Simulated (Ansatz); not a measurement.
**Response to strain in BeS**

The reference is BeS in the zinc blende structure (space group F-43m, No. 216).

```
BeS
1.0
    0.00000     2.39818     2.39818
    2.39818     0.00000     2.39818
    2.39818     2.39818     0.00000
Be S
1 1
Cartesian
  0.00000   0.00000   0.00000
  1.19909   1.19909   1.19909
```

Strains are applied to the cell and any free atomic positions relax.

Method: LDA (Ansatz, a first-principles code), without spin-orbit coupling.

Candidates:
(a) isotropic strain −0.50 %
(b) isotropic strain +2.50 %
(c) isotropic strain +3.00 %

For the base:

- Smallest direct gap: 5.49 eV

Problem. Order them by smallest direct gap, lowest first.

Solution. (c) isotropic strain +3.00 % (5.20 eV), (b) isotropic strain +2.50 % (5.32 eV), (a) isotropic strain −0.50 % (5.49 eV)

No phonon test of stability was made.
